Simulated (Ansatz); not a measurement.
# Effect of biaxial strain −3.81 %, plane normal [001], relaxed out of plane on Co2Si

Base system: Co2Si (space group Pnma, No. 62; a = 4.883 Å, b = 3.711 Å, c = 7.042 Å; ferromagnetic). Axes: x, y, z lie along a, b, c of the conventional cell.

It is then changed as follows: biaxial strain −3.81 %, plane normal [001], relaxed out of plane (Cartesian); in-plane vectors clamped, the third vector and the atoms free.

All numbers come from PBE, PAW, 420 eV (Ansatz, a first-principles code; no spin-orbit coupling). Γ-centred 10×8×6 mesh, Fermi–Dirac width 0.05 eV, for the changed cell.

| quantity | base | changed | shift |
|---|---|---|---|
| volume per atom | 10.63 Å³ | 10.21 Å³ | -0.42 Å³ |
| space group | Pnma (No. 62) | Pnma (No. 62) | – |
| shortest interatomic distance | 2.291 Å | 2.261 Å | -0.030 Å |
| pressure (mean of the normal stresses, compression positive) | 0.0 GPa | 10.6 GPa | +10.6 GPa |
| band gap | zero | zero | – |
| magnetic state | ferromagnetic | weakly magnetic (sensitive to the mesh) | – |
| out-of-plane strain (rough) | – | +3.76 % | – |
| mean in-plane stress (compression positive) (rough) | – | +16.0 GPa | – |

Final structure (turned so that z lies along the plane normal):

```yaml
crystal:
  lattice:
    - [3.56969, 0.00000, 0.00000]
    - [0.00000, 4.69724, 0.00000]
    - [0.00000, 0.00000, 7.30648]
  atoms:
    - { symbol: Co, position: [0.25000, 0.45546, 0.77867] }
    - { symbol: Co, position: [0.25000, 0.95546, 0.72133] }
    - { symbol: Co, position: [0.75000, 0.54454, 0.22133] }
    - { symbol: Co, position: [0.75000, 0.04454, 0.27867] }
    - { symbol: Co, position: [0.25000, 0.82511, 0.06257] }
    - { symbol: Co, position: [0.25000, 0.32511, 0.43743] }
    - { symbol: Co, position: [0.75000, 0.17489, 0.93743] }
    - { symbol: Co, position: [0.75000, 0.67489, 0.56257] }
    - { symbol: Si, position: [0.25000, 0.30517, 0.10989] }
    - { symbol: Si, position: [0.25000, 0.80517, 0.39011] }
    - { symbol: Si, position: [0.75000, 0.69483, 0.89011] }
    - { symbol: Si, position: [0.75000, 0.19483, 0.60989] }
```

Cost of the whole job for the changed cell (relaxation, final SCF and bands): around 50 core-minutes (rough).

The magnetic state is the one reached from the starting moments; the real material's order can differ, and small cells can't hold many antiferromagnetic ones. Without a gap, meshes like the base's 8×10×6 leave anisotropic stresses uncertain by several tenths of a GPa, and small strain energies with them. No phonon test of stability was made.
